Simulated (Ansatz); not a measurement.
## Stishovite (SiO2)

Calculation: PBEsol in Ansatz (plane waves, PAW).

Settings: plane-wave cutoff 520 eV, 6×6×10 k mesh (along the axes of the cell as run), scalar-relativistic PAW data made under PBE.

Cell (relaxed at this level):

```xyz
6
Lattice="4.1947 0.0000 0.0000 0.0000 4.1947 0.0000 0.0000 0.0000 2.6785" Properties=species:S:1:pos:R:3 pbc="T T T"
Si     0.0000     0.0000     0.0000
Si     2.0974     2.0974     1.3392
O      1.2838     1.2838     0.0000
O      3.3811     0.8136     1.3392
O      0.8136     3.3811     1.3392
O      2.9110     2.9110     0.0000
```

```json
{
 "elastic constant C11": "420 GPa",
 "elastic constant C12": "196 GPa",
 "elastic constant C13": "186 GPa",
 "elastic constant C33": "714 GPa",
 "elastic constant C44": "239 GPa",
 "elastic constant C66": "306 GPa",
 "Voigt–Reuss–Hill bulk modulus": "292 GPa",
 "Voigt–Reuss–Hill shear modulus (Hill average)": "210 GPa",
 "young_modulus": "508 GPa",
 "poisson_ratio": "0.210"
}
```

Measured, for comparison: elastic constant C11 462 GPa, elastic constant C12 201 GPa, elastic constant C13 190 GPa, elastic constant C33 769 GPa, elastic constant C44 258 GPa (temperature not stated, not corrected to a static lattice; as tabulated in Lakshtanov, Sinogeikin, Hellwig, Katsura, Bass et al., AGU Fall Meeting 2007 …); elastic constant C66 299 GPa (temperature not stated, not corrected to a static lattice, our sources range from 299 to 321; as tabulated in Lakshtanov, Sinogeikin, Hellwig, Katsura, Bass et al., AGU Fall Meeting 2007 …). Computed (rounded) less measured: elastic constant C11 -9 %, elastic constant C12 -2 %, elastic constant C13 -2 %, elastic constant C33 -7 %, elastic constant C44 -7 %, elastic constant C66 +2 % (inside the range of the sources held).

Elastic constants are with the ions relaxed.

Static lattice: no zero-point or thermal effects.

Ansatz is a program for electronic structure.
